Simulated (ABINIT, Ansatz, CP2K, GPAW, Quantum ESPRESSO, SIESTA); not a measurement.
# ZrRh3 (Pm-3m, 4 atoms in the cell) computed with different codes at matched settings

Self-consistent single point.

```yaml
crystal:
  lattice:
    - [3.93411, 0.00000, 0.00000]
    - [0.00000, 3.93411, 0.00000]
    - [0.00000, 0.00000, 3.93411]
  atoms:
    - { symbol: Zr, position: [0.00000, 0.00000, 0.00000] }
    - { symbol: Rh, position: [0.50000, 0.50000, 0.00000] }
    - { symbol: Rh, position: [0.00000, 0.50000, 0.50000] }
    - { symbol: Rh, position: [0.50000, 0.00000, 0.50000] }
```

Shared settings, as Ansatz (an electronic-structure program) writes them: kpoints.mp_grid.grid = 6 6 6; scf.occupations.method = fermi_dirac; scf.occupations.width = 0.05 eV. Potentials and cutoffs stand in the table.

```csv
code,model,pressure (GPa),cutoff
SIESTA,"GGA PBEsol, numerical atomic orbitals DZP, PseudoDojo PBEsol standard norm-conserving potentials (rewritten from UPF to PSML)",-4.36,grid 300 Ry
Quantum ESPRESSO,"PBEsol, GBRV 1.5 ultrasoft (PBESOL) pseudopotentials",-6.54,40 Ry
ABINIT,"PBEsol, PAW (JTH v2.0 PBE PAW, files made for PBE)",-5.14,21 Ha
CP2K,"PBEsol, GPW, DZVP-MOLOPT-SR-GTH basis, GTH-PBE potentials (GTH_POTENTIALS)",-3.25,grid 500 Ry
Ansatz,"PBEsol, PAW files made with PBE",-5.19,default
GPAW,"PBEsol, GPAW PAW datasets PBEsol (made by gpaw-setup)",-4.09,600 eV
```

On Ansatz's run: spin polarisation is off.

The spread over the programs that give each value: pressure within 3.29 GPa.

SIESTA and CP2K use small atom-centred bases, whose incompleteness enters pressures, forces and empty levels differently from a plane-wave cutoff. Ansatz's pressure is given at a fixed set of plane waves, as the other plane-wave codes print theirs; with its correction for the finite basis it is -5.13 GPa. In the pressure, Quantum ESPRESSO (by 1.38), CP2K (by 1.91) and GPAW (by 1.08) lie more than 1 GPa from the median of the plane-wave programs.

The starting cell comes from a database of computed structures (which also holds hypothetical and non-ambient phases and stackings), without a prior relaxation at this level.

Left out of this page: Elk (not drawn, or without a comparable value).

Keys are those of Ansatz 0.2.
